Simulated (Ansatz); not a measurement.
Ansatz (a program for electronic structure) run on Hf3Pt (P6_3/mmc, 8 atoms in the cell): relaxation of cell and atoms.

Level of theory: PBEsol, PAW files made with PBE (plane waves; Ansatz).

```xyz
8
Lattice="5.9886 0.0000 0.0000 -2.9943 5.1862 0.0000 0.0000 0.0000 5.1395" Properties=species:S:1:pos:R:3 pbc="T T T"
Hf     1.5426     0.8906     3.8546
Hf     1.4517     4.2956     1.2849
Hf     0.0000     1.7812     1.2849
Hf     2.9943     3.4050     3.8546
Hf     4.4460     0.8906     3.8546
Hf    -1.4517     4.2956     1.2849
Pt     2.9943     1.7287     1.2849
Pt     0.0000     3.4575     3.8546
```

Reference input (self-consistent single point, DFT, PBEsol, plane waves, PAW files made with PBE): kpoints.mp_grid.grid = 4 4 4; hamiltonian.xc = pbesol; hamiltonian.pseudopotentials = {kind: paw} (the program's default PAW files); scf.occupations.method = gaussian; scf.occupations.width = 0.1 eV. This run's input differs from it in these lines:

```diff
@@ -27,2 +27,4 @@
     width: 0.1
+relax:
+  cell: {}
 output:
```

Output (repeated stretches shortened):

```
   [... SCF lines of the steps left out ...]
relax step   1: F+E_penalty+E_count = -118366.62721929 eV  Δ(F+E_penalty+E_count) = +0.000e0 eV  max|allowed force component| = 2.575e-2 eV/Å  Δτ_max = 0.0000 Å  P = -5.294 GPa  Ω = 159.624 Å³  (11 SCF iters, dr2 threshold 1.00e-7 eV, accepted)
relax step   2: F+E_penalty+E_count = -118366.05966709 eV  Δ(F+E_penalty+E_count) = +5.676e-1 eV  max|allowed force component| = 5.587e-1 eV/Å  Δτ_max = 0.0230 Å  P = +16.516 GPa  Ω = 140.165 Å³  energy of the carried Pulay correction = +6.936e-3 eV [...]
   [... lines left out ...]
relax step   5: F+E_penalty+E_count = -118366.73176346 eV  Δ(F+E_penalty+E_count) = -2.667e-6 eV  max|allowed force component| = 2.657e-3 eV/Å  Δτ_max = 0.0003 Å  P = +0.003 GPa  Ω = 153.637 Å³  energy of the carried Pulay correction = +2.042e-3 eV  [...]
relax step   6: F+E_penalty+E_count = -118366.72977269 eV  Δ(F+E_penalty+E_count) = +1.991e-3 eV  max|allowed force component| = 2.353e-3 eV/Å  Δτ_max = 0.0000 Å  P = +0.000 GPa  Ω = 153.637 Å³  stress off target by 1.01e-2 GPa  SCF on the basis [...]
basis re-selected at this cell: Δ(F+E_penalty+E_count) = +1.991e-3 eV, ΔP = -0.003 GPa vs the last step
the relaxation is at rest under the 24 symmetry operations that the run kept from its start: a minimum is not shown …
Free energy (F): -118366.729773 eV
Internal energy: -118366.694908 eV  (E = F + TS)
E sigma→0 (E₀):  -118366.712340 eV
Entropy (-TS):   -0.034865 eV (-4.358 meV/atom)
Fermi energy:    20.244745 eV
--- Forces (eV/Å), atoms counted from 1 ---
  atom   1  Hf     0.00203761     0.00117642     0.00000000
   [... lines left out ...]
  cell:  # Å, volume = 153.6370 Å³
   [... lines left out ...]
    - { symbol: Hf, position: [0.8284110594423699, 0.17158894055763033, 0.7500000000000001] }
    - { symbol: Hf, position: [0.17158894055763027, 0.8284110594423698, 0.25000000000000006] }
    - { symbol: Pt, position: [0.6666666666666666, 0.3333333333333333, 0.25000000000000006] }
    - { symbol: Pt, position: [0.3333333333333333, 0.6666666666666666, 0.7500000000000001] }
```

The run converged. 

Summary of the result:
```
Item                                                                                                 Value
-----------------------------------------------  ---------------------------------------------------------
Free energy E − TS (on the zero of these files)                                            -118366.7298 eV
Fermi level (on the code's own zero)                                                              20.24 eV
Pressure                                                                                          0.00 GPa
Largest force (vector length)                                                                   0.002 eV/Å
Final cell                                       a = b = 5.924 Å, c = 5.056 Å, α = β = 90.00°, γ = 120.00°
Final volume per atom                                                                             19.20 Å³
Relaxation steps                                                                                         6
```

The starting cell comes from a database of computed structures (which also holds hypothetical and non-ambient phases and stackings), without a prior relaxation at this level. Spin polarisation is off. The relaxation keeps the symmetry of its start, so its end need not be a minimum. Ansatz's pressure includes its estimate of the finite-basis (Pulay) stress.

Cost on one core of a shared machine: roughly 2 min.

Keys are those of Ansatz 0.2.
